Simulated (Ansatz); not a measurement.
Worked example: self-consistent single point of NiS (R3m, 6 atoms in the cell) in Ansatz (a first-principles code).

Computed with LDA (PW92), PAW files made with PBE (plane waves; Ansatz).

The change in words: lattice scaled by 0.98. Reference geometry:
```yaml
crystal:
  lattice:
    - [4.78826, 2.76450, 1.05011]
    - [-4.78826, 2.76450, 1.05011]
    - [0.00000, -5.52900, 1.05011]
  atoms:
    - { symbol: Ni, position: [0.65964, 0.39689, 0.39689] }
    - { symbol: Ni, position: [0.39689, 0.65964, 0.39689] }
    - { symbol: Ni, position: [0.39689, 0.39689, 0.65964] }
    - { symbol: S, position: [0.78349, 0.11926, 0.11926] }
    - { symbol: S, position: [0.11926, 0.78349, 0.11926] }
    - { symbol: S, position: [0.11926, 0.11926, 0.78349] }
```

Reference input (self-consistent single point, DFT, LDA (PW92), plane waves, PAW files made with PBE): kpoints.mp_grid.grid = 7 7 7; hamiltonian.xc = lda; hamiltonian.pseudopotentials = {kind: paw} (an earlier, softer set of the program's PAW files); scf.occupations.method = fermi_dirac; scf.occupations.width = 0.136 eV. This run's input differs from it in these lines:

```diff
@@ -3,5 +3,5 @@
   lattice:
-    - [4.78825600, 2.76450100, 1.05011400]
-    - [-4.78825600, 2.76450100, 1.05011400]
-    - [0.00000000, -5.52900200, 1.05011400]
+    - [4.69249100, 2.70921100, 1.02911200]
+    - [-4.69249100, 2.70921100, 1.02911200]
+    - [0.00000000, -5.41842200, 1.02911200]
   atoms:
```

The program printed (abridged):

```
SCF iter   1: F=—  HF=-19938.542377 eV  |F-HF|=—  |Δ(HF+E_count)|=         —  Δρ=2.38e-1  dr2=4.29e1  ethr=3.10e-3  ⟨swp⟩=6.9  Hψ=8547  notcnv=0  defer=38
all-band conjugate gradients solve this SCF's bands
preconditioner: auto → Kerker (q_TF=auto, 2.689 Å⁻¹)
SCF iter   2: F=—  HF=-19933.363804 eV  |F-HF|=—  |Δ(HF+E_count)|=    5.18e0  Δρ=5.87e-2  dr2=5.30e0  ethr=3.10e-3  ⟨swp⟩=3.2  Hψ=4492  notcnv=0  defer=67
   [... lines left out ...]
SCF iter   7: F=—  HF=-19931.824267 eV  |F-HF|=—  |Δ(HF+E_count)|=   4.21e-4  Δρ=6.00e-4  dr2=2.23e-4  ethr=2.61e-6  ⟨swp⟩=2.2  Hψ=3002  notcnv=0  defer=61
SCF iter   8: F=—  HF=-19931.824197 eV  |F-HF|=—  |Δ(HF+E_count)|=   6.94e-5  Δρ=1.13e-4  dr2=1.53e-5  ethr=3.10e-7  ⟨swp⟩=2.1  Hψ=2941  notcnv=0  defer=61
SCF iter   9: F=—  HF=-19931.824194 eV  |F-HF|=—  |Δ(HF+E_count)|=   3.42e-6  Δρ=5.33e-5  dr2=2.18e-6  ethr=2.13e-8  ⟨swp⟩=2.0  Hψ=3089  notcnv=0  defer=61
SCF iter  10: F=-19931.824193 eV  HF=-19931.824193 eV  |F-HF|=1.48e-8  |Δ(HF+E_count)|=   3.31e-7  Δρ=9.14e-6  dr2=5.11e-8  ethr=1.39e-10  ⟨swp⟩=12.3  Hψ=12029  notcnv=0
SCF 1 converged in 10 iterations: F = -19931.824193 eV  dr2 = 5.11e-8
Free energy (F): -19931.824193 eV
Internal energy: -19931.633042 eV  (E = F + TS)
E sigma→0 (E₀):  -19931.728617 eV
Entropy (-TS):   -0.191152 eV (-31.859 meV/atom)
Fermi energy:    13.170485 eV
--- Forces (eV/Å), atoms counted from 1 ---
  atom   1  Ni     0.13991315     0.08077889     0.00239820
  atom   2  Ni    -0.13991315     0.08077889     0.00239820
  atom   3  Ni     0.00000000    -0.16155779     0.00239820
  atom   4  S     -0.11871599    -0.06854071    -0.00238738
  atom   5  S      0.11871599    -0.06854071    -0.00238738
  atom   6  S     -0.00000000     0.13708142    -0.00238738
--- Stress (GPa, compression-positive) ---
       -2.676198       0.000000       0.000000
        0.000000      -2.676198       0.000000
        0.000000       0.000000      -2.076405
  P = ⅓ Tr σ = -2.4763 GPa (-24.763 kbar)
  The stress holds the Pulay correction. Without it, at fixed plane waves, as pw.x and ABINIT print it: P = -2.5579 GPa
```

The run converged in 10 iterations. Against the reference run the free energy goes down by 34.7 meV/atom, the pressure goes from -10.61 to -2.48 GPa and the largest force goes from 0.181 to 0.162 eV/Å.

The starting cell comes from a database of computed structures (which also holds hypothetical and non-ambient phases and stackings), without a prior relaxation at this level. Its lattice was rescaled by a random factor within 2.5 % of one. For this run, on top of that: lattice scaled by 0.98. Spin polarisation is off, so a magnetic state, if there is one, cannot be reached. Ansatz's pressure includes its estimate of the finite-basis (Pulay) stress.

Keys are those of Ansatz 0.2.
